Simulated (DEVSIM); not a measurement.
Structure: Co/SiO2/p-Ge capacitor, at 300 K.

```
layer (left to right)  material  thickness (nm)  Na (cm⁻³)
---------------------  --------  --------------  ---------
1                          SiO2            56.0          -
2                            Ge             990     3.6e17
```

Metal gate on the left, work function 5 eV. Fixed charge at the semiconductor interface 0 cm⁻² (in units of +e); no interface traps.

Constants are typed, rounded textbook-type inputs, not results; the design itself was drawn at random and stands for no fabricated device. Values at 300 K; Nc and Nv go as T^1.5, mobilities as T to minus their exponent, the gap by Varshni's rule with the affinity fixed.

| parameter | SiO2 | Ge |
|---|---|---|
| gap (eV) | 9 | 0.664 |
| affinity (eV) | 0.9 | 4 |
| permittivity | 3.9 | 16 |
| Nc (cm⁻³) | - | 1.04e19 |
| Nv (cm⁻³) | - | 6e18 |
| Varshni α (eV/K) | - | 0.000477 |
| Varshni β (K) | - | 235 |

DEVSIM, 1D Poisson equation in equilibrium, Boltzmann statistics, complete ionisation; no quantum confinement or tunnelling. Metal contacts follow the ideal Schottky-Mott rule: no Fermi-level pinning, no interface dipoles.

The temperature was swept, all else fixed.

```csv
temperature (K),minimum of the low-frequency capacitance (μF/cm²),flat-band voltage (V)
250,0.0516,0.37
300,0.0521,0.41
350,0.0529,0.45
400,0.0539,0.49
450,0.0550,0.53
500,[?],0.57
```

What belongs in the gaps?


- 500, minimum of the low-frequency capacitance (μF/cm²): 0.0562
